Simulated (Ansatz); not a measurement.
Consider HfN in the rock salt structure (space group Fm-3m, No. 225; a = 4.526 Å).

Structures relaxed with Kohn–Sham DFT with the r2SCAN functional, run in Ansatz (a program for electronic structure) with PAW and 500 eV plane waves, without spin-orbit coupling, earlier PAW set.

Base:

Simulated powder pattern, Cu Kα1, λ = 1.54056 Å (kinematic, ideal powder, no thermal factors, no anomalous dispersion; the 10 strongest lines at most, above 2 %, up to 2θ = 90°):

```
2θ (°)  I/Imax (%)    hkl
------  ----------  -----
34.29          100  (111)
39.80           68  (200)
57.55           46  (220)
68.73           44  (311)
72.25           16  (222)
85.81          7.7  (400)
```

One thing is altered: full substitution N → C, then cell and atoms are relaxed.

### Question
How do the reflections move or split?

### Answer

Simulated powder pattern, Cu Kα1, λ = 1.54056 Å (kinematic, ideal powder, no thermal factors, no anomalous dispersion; the 10 strongest lines at most, above 2 %, up to 2θ = 90°):

| 2θ (°) | I/Imax (%) | hkl |
|---|---|---|
| 33.41 | 100 | (111) |
| 38.77 | 64 | (200) |
| 56.00 | 44 | (220) |
| 66.80 | 44 | (311) |
| 70.19 | 15 | (222) |
| 83.20 | 7.3 | (400) |

The indices refer to each structure's own conventional cell; one index is shown for lines that coincide.

Stability against distortions was not tested. The final runs are not spin-polarised. An odd electron count without spin: HfN.
